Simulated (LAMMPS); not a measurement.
Pressure dependence of Pt (fcc) at 1220 K, from the crystal.

Method: classical MD, pair style meam, file library.meam (library.meam-Pt), run in LAMMPS.

```csv
P (GPa),state,volume,coordination number
0,crystal; no diffusion seen in 30 ps,15.2362 ± 0.0003 Å³/atom,12.0 (counted to 3.38 Å)
2,crystal; no diffusion seen in 30 ps,15.1184 ± 0.0004 Å³/atom,12.0 (counted to 3.38 Å)
5,crystal; no diffusion seen in 30 ps,14.9524 ± 0.0004 Å³/atom,12.0 (counted to 3.34 Å)
```

Caution: the potential MEAM library.meam-Pt is a first-neighbour MEAM set with a 4 Å cutoff, used here without a parameter file and away from the static properties it was fitted to.

Caution (rows 2; 5): a run this short can hold a crystal over, or a liquid under, the potential's own melting point, which these runs don't give.

Estimate the isothermal bulk modulus at zero pressure. A parabola P(ln V) through the three points gives −dP/d ln V = 250 GPa at zero pressure.

States go by the mean squared displacement: a species diffuses where it passes 1.5 Å², still rises and gives D over 1e-6 cm²/s; a crystal has left its structure where atoms lie 0.35 Å off their sites on average or a cubic box changes its shape by 3 %, or the axial ratios of another lie 8 % off the starting cell's, which the potential's own relaxation can also do.

Errors shown are sampling errors alone.
